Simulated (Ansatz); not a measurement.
Abridged Ansatz (an electronic-structure program) output:

```
Relaxation: its limit of steps is 50 (relax.max_steps)
Pseudopotential: W, paw, valence charge 14
Crystal: 1 atoms, lattice volume = 16.166 Å³
Basis set: ecut = 420 eV, 321 PW (Γ), exchange–correlation on 40×40×40 points (8 copies of the dense FFT grid, shifted against one another)
Bands: 11, of which v1, the nominal top of the filled ones, is band 7 counted from 1 (6 counted from 0)
Symmetry: 48 space group operations
k-points: 680 of 24389
Functional: x = pbesol(κ = 0.804, μ = 0.12345679012345678), c = pbesol(β = 0.046)
SCF iter   1: F=—  HF=-10256.559668 eV  |F-HF|=—  |Δ(HF+E_count)|=         —  Δρ=1.94e-3  dr2=1.36e-4  ethr=1.77e-3  ⟨swp⟩=5.0  Hψ=39279  notcnv=0
SCF iter   2: F=—  HF=-10256.559452 eV  |F-HF|=—  |Δ(HF+E_count)|=   2.16e-4  Δρ=1.02e-3  dr2=4.12e-5  ethr=9.74e-7  ⟨swp⟩=2.1  Hψ=16860  notcnv=0
SCF 1 converged in 7 iterations: F = -10256.559489 eV  dr2 = 3.43e-11
relax step   1: F+E_penalty+E_count = -10256.55948929 eV  Δ(F+E_penalty+E_count) = +0.000e0 eV  max|allowed force component| = 0.000e0 eV/Å  Δτ_max = 0.0000 Å  (7 SCF iters, accepted)
SCF converged after 7 iterations
Free energy (F): -10256.559489 eV
Internal energy: -10256.543312 eV  (E = F + TS)
E sigma→0 (E₀):  -10256.551401 eV
Entropy (-TS):   -0.016177 eV (-16.177 meV/atom)
Fermi energy:    21.950254 eV
--- Forces (eV/Å), atoms counted from 1 ---
  atom   1  W      0.00000000    -0.00000000     0.00000000
--- Stress (GPa, compression-positive) ---
       -9.055566       0.000000       0.000000
        0.000000      -9.055566      -0.000000
        0.000000      -0.000000      -9.055566
  P = ⅓ Tr σ = -9.0556 GPa (-90.556 kbar)
--- Relaxed structure (1 steps of the walk, 1 accepted, 0 SCFs on fresh bases) ---
  atoms:
    - { symbol: W, position: [0.0, 0.0, 0.0] }
```

Task: What was computed, and what are the main results?

Result: W, 1 atom in the cell, with DFT with PBEsol, PAW potentials and a 420 eV plane-wave cutoff in Ansatz, no spin-orbit coupling. The last SCF converged to F = -10256.559489 eV, or -10256.5595 eV per atom, at a pressure of -9.06 GPa. The total energy compares only with runs of the same code, potentials and settings.

The cells carry an imposed strain or load. No phonon test of stability was made. The final runs are not spin-polarised. The cell was made from W in the bcc (W type) structure (space group Im-3m, No. 229) by this change: isotropic strain +1.00 %.

Keys are those of Ansatz 0.2.
